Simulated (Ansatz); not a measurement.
Ansatz (an electronic-structure program) run on InHO2 (Pm, 8 atoms in the cell): self-consistent single point.

Level of theory: LDA (PW92), default PAW files made with PBE (plane waves; Ansatz).

The change in words: 1 x 1 x 1 supercell, one O atom moved by 0.02 angstrom along z. Reference geometry:
```xyz
8
Lattice="3.2820 0.0000 0.0000 0.0000 4.5676 0.0000 0.0000 0.0000 5.2756" Properties=species:S:1:pos:R:3 pbc="T T T"
In     0.0000     3.3249     0.0018
In     1.6410     1.2427     2.6397
H      0.0000     3.6591     2.5276
H      1.6410     0.9085     5.1654
O      0.0000     2.3880     3.3685
O      1.6410     2.1796     0.7307
O      0.0000     4.4834     1.9205
O      1.6410     0.0841     4.5583
```

Reference input (self-consistent single point, DFT, LDA (PW92), plane waves, default PAW files made with PBE): basis.ecutwfc = 420 eV; kpoints.mp_grid.grid = 8 6 5; hamiltonian.xc = lda; hamiltonian.pseudopotentials = {kind: paw} (the program's default PAW files); scf.occupations.method = fermi_dirac; scf.occupations.width = 0.01 eV. This run's input differs from it in these lines:

Ansatz 0.2 input:
```diff
@@ -13,3 +13,3 @@
     - { symbol: O, position: [0.00000000, 0.98158000, 0.36403000] }
-    - { symbol: O, position: [0.50000000, 0.01842000, 0.86403000] }
+    - { symbol: O, position: [0.50000000, 0.01842000, 0.86782100] }
 basis:
```

Output, abridged:

```
SCF iter   1: F=—  HF=-13168.334732 eV  |F-HF|=—  |Δ(HF+E_count)|=         —  Δρ=1.78e-2  dr2=2.10e-1  ethr=1.77e-3  ⟨swp⟩=6.3  Hψ=11736  notcnv=0
all-band conjugate gradients solve this SCF's bands
preconditioner: auto → Resta (q_TF=auto, 2.544 Å⁻¹)
SCF iter   2: F=—  HF=-13168.274007 eV  |F-HF|=—  |Δ(HF+E_count)|=   6.07e-2  Δρ=5.37e-3  dr2=1.14e-2  ethr=4.04e-4  ⟨swp⟩=2.6  Hψ=5209  notcnv=0  defer=293
   [... lines left out ...]
SCF iter   6: F=—  HF=-13168.269212 eV  |F-HF|=—  |Δ(HF+E_count)|=   4.10e-6  Δρ=7.38e-5  dr2=3.99e-6  ethr=8.84e-8  ⟨swp⟩=2.0  Hψ=3375  notcnv=0  defer=293
SCF iter   7: F=—  HF=-13168.269213 eV  |F-HF|=—  |Δ(HF+E_count)|=   9.00e-7  Δρ=2.09e-5  dr2=3.15e-7  ethr=7.68e-9  ⟨swp⟩=2.4  Hψ=3789  notcnv=0  defer=293
SCF iter   8: F=—  HF=-13168.269213 eV  |F-HF|=—  |Δ(HF+E_count)|=   1.03e-8  Δρ=1.24e-5  dr2=1.02e-7  ethr=1.92e-10  ⟨swp⟩=10.1  Hψ=13319  notcnv=0
SCF iter   9: F=-13168.269213 eV  HF=-13168.269213 eV  |F-HF|=4.28e-9  |Δ(HF+E_count)|=   1.55e-8  Δρ=3.34e-6  dr2=7.90e-9  ethr=1.92e-10  ⟨swp⟩=4.7  Hψ=8184  notcnv=0
SCF 1 converged in 9 iterations: F = -13168.269213 eV  dr2 = 7.90e-9
Free energy (F): -13168.269213 eV
Internal energy: -13168.269213 eV  (E = F + TS)
E sigma→0 (E₀):  -13168.269213 eV
Fermi energy:    8.110208 eV
--- Forces (eV/Å), atoms counted from 1 ---
  atom   1  In     0.00000000     0.02363108     0.05263547
  atom   2  In     0.00000000    -0.06504368     0.00648267
  atom   3  H      0.00000000    -0.55375034     0.42903130
  atom   4  H      0.00000000     0.80420660     0.66881713
  atom   5  O      0.00000000     0.00003885    -0.04228415
  atom   6  O      0.00000000     0.04023811    -0.00976717
  atom   7  O      0.00000000     0.61275078    -0.32872774
  atom   8  O      0.00000000    -0.86207404    -0.77618042
--- Stress (GPa, compression-positive) ---
       -3.134244       0.000000       0.000000
        0.000000      -0.649411       0.500731
        0.000000       0.500730      -1.600216
  P = ⅓ Tr σ = -1.7946 GPa (-17.946 kbar)
  The stress holds the Pulay correction. Without it, at fixed plane waves, as pw.x and ABINIT print it: P = -2.8365 GPa
```

The run converged in 9 iterations. Against the reference run the free energy goes up by 1.5 meV/atom, the pressure goes from -2.09 to -1.79 GPa, the largest force goes from 0.719 to 1.160 eV/Å and the gap on the mesh moves little (1.979 to 1.983 eV).

The starting cell comes from a database of computed structures (which also holds hypothetical and non-ambient phases and stackings), without a prior relaxation at this level. Its lattice was rescaled by up to half a per cent. For this run, on top of that: 1 x 1 x 1 supercell, one O atom moved by 0.02 angstrom along z. Forces in this geometry exceed 1 eV/Å. Ansatz's pressure includes its estimate of the finite-basis (Pulay) stress. Without the estimate this run gives -2.84 GPa.
